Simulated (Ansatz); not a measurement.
Base system: BaZrO3 in the cubic perovskite structure (space group Pm-3m, No. 221; a = 4.181 Å). Axes: x, y, z lie along the cube axes.

Level of theory: PBEsol, PAW, 420 eV (Ansatz, a program for electronic structure; spin-orbit coupling left out).

Base values:

Shortest interatomic distance: 2.090 Å

One thing is altered: a pure shear with ε_xy = ε_yx = 0.0033, atoms relaxed at fixed cell.

Problem. How does this affect the stress?

Solution. The stress (xx, yy, zz, yz, xz, xy; compression positive) amounts to (0.00, 0.00, 0.00, 0.00, 0.00, -0.56) GPa.

Problem. Predict the new energy relative to the base.

Solution. The energy hardly moves.

Problem. Estimate the effect on the shortest interatomic distance.

Solution. The shortest interatomic distance stays 2.090 Å.

The cells carry an imposed strain or load. Stability against distortions was not tested.
